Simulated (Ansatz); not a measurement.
A constructed model of the (111) surface of fcc Au, (√3x√3)R30° surface alloy, Al on one Au site of the top plane (bottom of the slab: a bare face, its two planes held)

These are PBE (plane waves to 420 eV, PAW; Ansatz, an electronic-structure program) values and carry that method's errors.

Set-up: 18 atoms, 12.0 Å thick at the start; mesh 9x9x1; 0.1 eV smearing; dipole correction on; 6 atoms held, the rest relaxed; held to the start's symmetry, so lower structures may exist; no spin, no spin-orbit, no U. It is one candidate, not shown to be the stable structure of the face.

```json
{
  "work_function_of_the_top_face": "5.01 eV",
  "energy_released_by_relaxation": "0.071 eV",
  "cost": "roughly 8 core-minutes"
}
```
